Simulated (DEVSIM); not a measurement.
Structure: GaAs n-i-p diode, at 300 K.

```tsv
layer (left to right)	material	thickness (μm)	Nd (cm⁻³)	Na (cm⁻³)	τn (s)	τp (s)
1	GaAs	0.920	1.4e17	-	1.6e-8	1.6e-8
2	GaAs	2.70	-	3.5e11	1.6e-8	1.6e-8
3	GaAs	0.400	-	4.5e17	1.6e-8	1.6e-8
```

Left contact: ohmic. Right contact: ohmic. Voltage is applied to the left contact. Recombination: SRH at mid-gap, Auger. Mobility is μmin + (μ − μmin)/(1 + (N/Nref)^α).

This is a model device: material constants are rounded textbook-type values typed into the input, and sizes, dopings and lifetimes were drawn at random. Values at 300 K.

```csv
parameter,GaAs
gap (eV),1.424
affinity (eV),4.07
permittivity,12.9
Nc (cm⁻³),4.7e17
Nv (cm⁻³),9e18
μn (cm²/Vs),8500
μp (cm²/Vs),400
"μn,min",500
"μp,min",20
"Nref,n",6e16
"Nref,p",1.5e17
αn,0.39
αp,0.38
Cn (cm⁶/s),1e-30
Cp (cm⁶/s),1e-30
```

DEVSIM, 1D drift-diffusion, Boltzmann statistics, complete ionisation; no tunnelling, impact ionisation, image-force lowering or self-heating.

### Question
Tabulate band edges, carrier densities and field at 2.0 V on the left contact.

### Answer
Energies count from the Fermi level of the right contact; mesh points crowd at the junctions.

```csv
x (μm),Ec (eV),Ev (eV),n (cm⁻³),p (cm⁻³),field (V/cm)
0.000,-1.969,-3.393,1.4e17,< 1e2,≈ 0
0.03176,-1.969,-3.393,1.4e17,< 1e2,≈ 0
0.09839,-1.969,-3.393,1.4e17,< 1e2,≈ 0
0.2533,-1.969,-3.393,1.4e17,< 1e2,≈ 0
0.6517,-1.969,-3.393,1.4e17,< 1e2,≈ 0
0.8098,-1.969,-3.393,1.4e17,< 1e2,≈ 0
0.8852,-1.967,-3.391,1.3e17,< 1e2,1500
0.9254,-1.928,-3.352,2.9e16,< 1e2,19000
0.9621,-1.873,-3.297,3.5e15,< 1e2,13000
1.050,-1.767,-3.191,5.7e13,< 1e2,12000
1.254,-1.524,-2.949,4.8e9,< 1e2,12000
1.954,-0.694,-2.118,< 1e2,860,12000
2.860,0.382,-1.042,< 1e2,2200,12000
3.307,0.912,-0.512,< 1e2,2.2e10,12000
3.530,1.177,-0.247,< 1e2,6.4e14,12000
3.595,1.263,-0.161,< 1e2,1.8e16,16000
3.623,1.330,-0.094,< 1e2,2.3e17,24000
3.655,1.346,-0.078,< 1e2,4.5e17,200
3.763,1.347,-0.077,< 1e2,4.5e17,≈ 0
3.899,1.347,-0.077,< 1e2,4.5e17,≈ 0
3.975,1.347,-0.077,< 1e2,4.5e17,≈ 0
4.020,1.347,-0.077,< 1e2,4.5e17,≈ 0
```
